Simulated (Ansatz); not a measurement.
## Amorphous Al28O44Hf

It comes from a melt-quench run on a machine-learned potential (CHGNet), relaxed afterwards by DFT. O atoms were pushed apart under 1.9 Å during the dynamics, to hinder bonds among them. The hot cell started wider than the set density and was brought back towards it in steps. It is the lowest in DFT energy of 2 quenches. It is a model cell: composition and starting density were chosen by hand, and all elements were melted together. No dispersion term was used.

Methods: PBE, scalar-relativistic without spin-orbit coupling (Ansatz, a first-principles code); r2SCAN, scalar-relativistic without spin-orbit coupling (Ansatz); HSE06, scalar-relativistic without spin-orbit coupling (Ansatz). Geometry, pressure, stress and energy are those of the PBE run. Its sampling: a 2×2×2 Γ-centred mesh; Fermi-Dirac width 0.02 eV; no spin polarisation. Other functionals are single points at the zone centre (r2SCAN at 500 eV; exact exchange cut at the cell's faces), free to take moments where seeds were set. At PBE the levels at the filled edge of the gap are localised (band-tail or defect states), and the nearest spread-out levels lie 4.0 eV apart at the zone centre.

```json
{
  "number_of_atoms_in_the_cell": "73",
  "Density (held, not predicted)": "3.39 g/cm³",
  "volume_per_atom": "10.99 Å³",
  "Pressure on a 2×2×2 Γ-centred mesh": "2.53 GPa",
  "Largest force and stress component on that mesh (the relaxation ran on the zone centre alone)": "0.03 eV/Å and 4.8 GPa",
  "Energy relative to corundum + HfO2 (P2_1/c) (lowest mix at this level among the phases computed, not always the ambient ones)": "0.192 eV/atom",
  "Level gap on a 2×2×2 Γ-centred mesh (PBE)": "3.24 eV",
  "Level gap at the zone centre (PBE)": "3.24 eV",
  "Level gap at the zone centre (r2SCAN)": "3.86 eV",
  "Level gap at the zone centre (HSE06)": "4.93 eV"
}
```

Cut-offs for bonds: Al-Al 2.66 Å, Al-O 2.46 Å, Al-Hf 3.00 Å, O-O 1.58 Å, O-Hf 2.65 Å, Hf-Hf 3.34 Å. Two cations that share two anions don't count as bonded, nor two that share one unless they lie closer than Al-Al 2.59 Å, Al-Hf 2.92 Å, Hf-Hf 3.25 Å.

```
Quantity                                                          Result
---------------------------------  -------------------------------------
Mean coordination of Al by anions  4.64 (12 with 4, 14 with 5, 2 with 6)
Mean coordination of O              3.11 (2 with 2, 35 with 3, 7 with 4)
Mean coordination of Hf by anions                        7.00 (1 with 7)
Mean Al-O bond                     1.853 Å (spread 0.115 Å, 130 counted)
Mean O-Hf bond                       2.191 Å (spread 0.066 Å, 7 counted)
```

Its density started from a set value of 3.39 g/cm³. Cooling (nominally 410 K/ps over its main leg) ran many orders faster than in experiment, which tends to leave more defects and strain. A cell of this size samples the disorder only roughly. The volume was held where the preparation left it, at a PBE pressure of 2.5 GPa. Stress components on the final sampling reach 4.8 GPa.
